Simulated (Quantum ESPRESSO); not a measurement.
Input and output of a self-consistent single point for YMoC2 (Pnma, 16 atoms in the cell) (Quantum ESPRESSO).

Computed with PBEsol, GBRV 1.5 ultrasoft (PBESOL) pseudopotentials (plane waves; Quantum ESPRESSO 7.5).

```yaml
crystal:
  lattice:
    - [5.70339, 0.00000, 0.00000]
    - [0.00000, 3.39678, 0.00000]
    - [0.00000, 0.00000, 10.75279]
  atoms:
    - { symbol: Y, position: [0.58689, 0.25000, 0.36216] }
    - { symbol: Y, position: [0.41311, 0.75000, 0.63784] }
    - { symbol: Y, position: [0.91311, 0.75000, 0.86216] }
    - { symbol: Y, position: [0.08689, 0.25000, 0.13784] }
    - { symbol: Mo, position: [0.90159, 0.25000, 0.61020] }
    - { symbol: Mo, position: [0.09841, 0.75000, 0.38980] }
    - { symbol: Mo, position: [0.59841, 0.75000, 0.11020] }
    - { symbol: Mo, position: [0.40159, 0.25000, 0.88980] }
    - { symbol: C, position: [0.65757, 0.25000, 0.74741] }
    - { symbol: C, position: [0.34243, 0.75000, 0.25259] }
    - { symbol: C, position: [0.84243, 0.75000, 0.24741] }
    - { symbol: C, position: [0.15757, 0.25000, 0.75259] }
    - { symbol: C, position: [0.22111, 0.25000, 0.48201] }
    - { symbol: C, position: [0.77889, 0.75000, 0.51799] }
    - { symbol: C, position: [0.27889, 0.75000, 0.98201] }
    - { symbol: C, position: [0.72111, 0.25000, 0.01799] }
```

Reference input (self-consistent single point, DFT, PBEsol, plane waves, GBRV 1.5 ultrasoft (PBESOL) pseudopotentials): ecutwfc = 40 Ry; ecutrho = 320 Ry; occupations = smearing; smearing = gauss; degauss = 0.0099958 Ry; potentials = {Y: y_pbesol_v1.4.uspp.F.UPF, Mo: mo_pbesol_v1.uspp.F.UPF, C: c_pbesol_v1.2.uspp.F.UPF}; K_POINTS = automatic 5 8 3 1 1 1; conv_thr = 1e-09 Ry; mixing_beta = 0.7. This run's input differs from it in these lines:

```diff
@@ -17,3 +17,3 @@
   smearing = 'gauss'
-  degauss = 0.0099958
+  degauss = 0.002205
 /
```

The program printed (abridged):

```
     Self-consistent Calculation

     iteration #  1     ecut=    40.00 Ry     beta= 0.70

---- Real-time Memory Report at c_bands before calling an iterative solver
           483 MiB given to the printing process from OS
           287 MiB allocation reported by mallinfo(arena+hblkhd)
------------------

     negative rho (up, down):  6.223E-04 0.000E+00

     total energy              =   -1017.49073983 Ry
     estimated scf accuracy    <       4.67534326 Ry

     iteration #  2     ecut=    40.00 Ry     beta= 0.70

---- Real-time Memory Report at c_bands before calling an iterative solver
   [... lines left out ...]

---- Real-time Memory Report at c_bands before calling an iterative solver
           713 MiB given to the printing process from OS
           342 MiB allocation reported by mallinfo(arena+hblkhd)
------------------

     total energy              =   -1020.16439274 Ry
     estimated scf accuracy    <          1.2E-09 Ry

     iteration # 15     ecut=    40.00 Ry     beta= 0.70

---- Real-time Memory Report at c_bands before calling an iterative solver
           713 MiB given to the printing process from OS
           342 MiB allocation reported by mallinfo(arena+hblkhd)
------------------
     End of self-consistent calculation

     the Fermi energy is    14.9906 ev

!    total energy              =   -1020.16439274 Ry
     estimated scf accuracy    <          6.2E-10 Ry
     smearing contrib. (-TS)   =      -0.00026357 Ry
     internal energy E=F+TS    =   -1020.16412916 Ry

     convergence has been achieved in  15 iterations

     Forces acting on atoms (cartesian axes, Ry/au):

     atom    1 type  1   force =    -0.00004365    0.00000000    0.00230872
     atom    2 type  1   force =     0.00004365    0.00000000   -0.00230872
     atom    3 type  1   force =     0.00004365   -0.00000000    0.00230872
     atom    4 type  1   force =    -0.00004365   -0.00000000   -0.00230872
     atom    5 type  2   force =     0.00130488    0.00000000   -0.00650508
   [... lines left out ...]

     Total force =     0.017733     Total SCF correction =     0.000090

          total   stress  (Ry/bohr**3)                   (kbar)     P=      -54.82
  -0.00039494   0.00000000   0.00000000          -58.10        0.00        0.00
   0.00000000  -0.00035330   0.00000000            0.00      -51.97        0.00
   0.00000000   0.00000000  -0.00036983            0.00        0.00      -54.40

   JOB DONE.
```

The run converged in 15 iterations. Against the reference run the free energy rises by 2.0 meV/atom, the pressure hardly changes (-5.44 to -5.48 GPa) and the largest force goes from 0.145 to 0.171 eV/Å.

The starting cell comes from a database of computed structures (which also holds hypothetical and non-ambient phases and stackings), without a prior relaxation at this level. Spin polarisation is off. With a pressure of about -5 GPa the cell is away from its equilibrium volume at this level.

Cost on one core of a shared machine: roughly 8 min.
